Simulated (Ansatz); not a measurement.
Ansatz (a quantum-chemistry and plane-wave program) run on Pb (Fm-3m, 1 atom in the cell): self-consistent single point.

Level of theory: PBE (plane waves, PAW; Ansatz).

The change in words: lattice scaled by 0.98. Reference geometry:
```yaml
crystal:
  lattice:
    - [0.00000, 2.52319, 2.52319]
    - [2.52319, 0.00000, 2.52319]
    - [2.52319, 2.52319, 0.00000]
  atoms:
    - { symbol: Pb, position: [0.00000, 0.00000, 0.00000] }
```

Reference input (self-consistent single point, DFT, PBE, plane waves, default PAW files): basis.ecutwfc = 420 eV; kpoints.mp_grid.grid = 11 11 11; hamiltonian.xc = pbe; hamiltonian.pseudopotentials = {kind: paw} (the program's default PAW files); scf.occupations.method = fermi_dirac; scf.occupations.width = 0.05 eV. This run's input differs from it in these lines:

```diff
@@ -3,5 +3,5 @@
   lattice:
-    - [0.00000000, 2.52319500, 2.52319500]
-    - [2.52319500, 0.00000000, 2.52319500]
-    - [2.52319500, 2.52319500, 0.00000000]
+    - [0.00000000, 2.47273100, 2.47273100]
+    - [2.47273100, 0.00000000, 2.47273100]
+    - [2.47273100, 2.47273100, 0.00000000]
   atoms:
```

The program printed (abridged):

```
SCF iter   1: F=—  HF=-11906.407079 eV  |F-HF|=—  |Δ(HF+E_count)|=         —  Δρ=4.17e-4  dr2=4.08e-5  ethr=1.77e-3  ⟨swp⟩=5.9  Hψ=4090  notcnv=0
all-band conjugate gradients solve this SCF's bands
preconditioner: auto → none
SCF iter   2: F=—  HF=-11906.406715 eV  |F-HF|=—  |Δ(HF+E_count)|=   3.64e-4  Δρ=3.73e-4  dr2=2.87e-5  ethr=2.91e-7  ⟨swp⟩=3.0  Hψ=1748  notcnv=0  defer=1
   [... lines left out ...]
SCF iter   4: F=—  HF=-11906.406724 eV  |F-HF|=—  |Δ(HF+E_count)|=   2.63e-6  Δρ=4.52e-5  dr2=6.37e-7  ethr=1.97e-8  ⟨swp⟩=2.0  Hψ=702  notcnv=0  defer=1
iter 5 did not close the SCF: its close was put off for the readings that it lacked (scf_convergence_deferred on its scf_iter line)
SCF iter   5: F=-11906.406724 eV  HF=-11906.406724 eV  |F-HF|=2.84e-8  |Δ(HF+E_count)|=   2.99e-7  Δρ=8.92e-6  dr2=2.49e-8  ethr=4.55e-9  ⟨swp⟩=2.4  Hψ=1043  notcnv=0  defer=1
SCF iter   6: F=-11906.406724 eV  HF=-11906.406724 eV  |F-HF|=1.31e-9  |Δ(HF+E_count)|=   1.24e-8  Δρ=1.99e-6  dr2=1.03e-9  ethr=1.78e-10  ⟨swp⟩=3.7  Hψ=2739  notcnv=0
SCF 1 converged in 6 iterations: F = -11906.406724 eV  dr2 = 1.03e-9
Free energy (F): -11906.406724 eV
Internal energy: -11906.403881 eV  (E = F + TS)
E sigma→0 (E₀):  -11906.405302 eV
Entropy (-TS):   -0.002843 eV (-2.843 meV/atom)
Fermi energy:    11.088992 eV
--- Forces (eV/Å), atoms counted from 1 ---
  atom   1  Pb    -0.00000000     0.00000000     0.00000000
--- Stress (GPa, compression-positive) ---
        2.372291       0.000000      -0.000000
        0.000000       2.372291       0.000000
       -0.000000       0.000000       2.372291
  P = ⅓ Tr σ = 2.3723 GPa (23.723 kbar)
  The stress holds the Pulay correction. Without it, at fixed plane waves, as pw.x and ABINIT print it: P = 2.3492 GPa
```

The run converged in 6 iterations. Against the reference run the free energy goes up by 11.0 meV/atom and the pressure goes from -0.34 to 2.37 GPa.

The starting cell comes from a database of computed structures (which also holds hypothetical and non-ambient phases and stackings), without a prior relaxation at this level. Its lattice was rescaled by a random factor within 2.5 % of one. For this run, on top of that: lattice scaled by 0.98. Ansatz's pressure includes its estimate of the finite-basis (Pulay) stress.

Keys are those of Ansatz 0.2.
